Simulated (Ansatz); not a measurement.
SnS₂ (P-3m1), PBE+D3BJ with spin-orbit coupling, rigid bands (Ansatz, an electronic-structure program). Condition of this run: functional PBE, cell relaxed with it. Band gap 1.23 eV, N_c = 4.59e19 cm⁻³ and N_v = 1.96e20 cm⁻³ at 300 K, conductivity masses along x (a = (3.67, 0.00, 0.00) Å; b = (-1.83, 3.18, 0.00) Å; c = (0.00, 0.00, 5.81) Å) of 0.375 mₑ (electrons) and 3.44 mₑ (holes). Take k_BT = 0.02585 eV.

### Question
A film of it is 3 nm thick, with its normal along the direction named. Estimate the confinement energies in an infinite well.

### Answer
ħ²π²/(2m t²) = 0.376 eV·nm²/(m/mₑ × t²) gives 111 meV for electrons and 12.1 meV for holes, so the gap would widen to about 1.35 eV. Finite barriers and nonparabolic bands lower this, and with several valleys or bands the heaviest mass along the normal sets the lowest level, not this average.

### Question
Find the intrinsic carrier density and the intrinsic Fermi level.

### Answer
n_i = √(N_c N_v) exp(−E_g/2k_BT) = 9.48e19 × exp(−23.79) = 4.4e9 cm⁻³. The level lies (k_BT/2) ln(N_v/N_c) = 19 meV from mid-gap (positive towards the conduction band). Each 0.1 eV added to the gap lowers n_i by a factor of 6.9.

### Question
What thermal injection velocity √(2k_BT/πm) limits a ballistic channel along the direction named?

### Answer
8.79e6 cm/s for electrons and 2.90e6 cm/s for holes, a ratio of √(m_h/m_e) = 3.03, for dilute carriers.

Rigid bands with the computed gap; masses take one relaxation time for all states. Geometry: cell and atoms relaxed with PBE+D3(BJ).
